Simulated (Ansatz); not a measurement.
## Ce in the fcc (Cu type) structure (space group Fm-3m, No. 225)

Space group Fm-3m (No. 225); a = b = c = 4.5822 Å, α = β = γ = 90.00°

```
atom  site  symmetry       x       y       z
----  ----  --------  ------  ------  ------
Ce      4a      m-3m  0.0000  0.0000  0.0000
```
(The calculation used a cell of 1 atom; values per cell refer to that cell.)

Computed with PBEsol/PAW in Ansatz (a program for electronic structure), no spin-orbit coupling. k-mesh 17×17×17 (Γ-centred); smearing 0.05 eV (Fermi–Dirac).

```yaml
volume_per_atom: 24.05 Å³
density: 9.67 g/cm³
band_gap: zero
total_energy: -6484.845 eV/atom (σ→0; compares only within this code and set-up)
```

Open 4f shells without U are poorly described, and the f state was not checked. No phonon test of stability was made. Seeded moments were not kept for the base. All final runs are without spin polarisation.
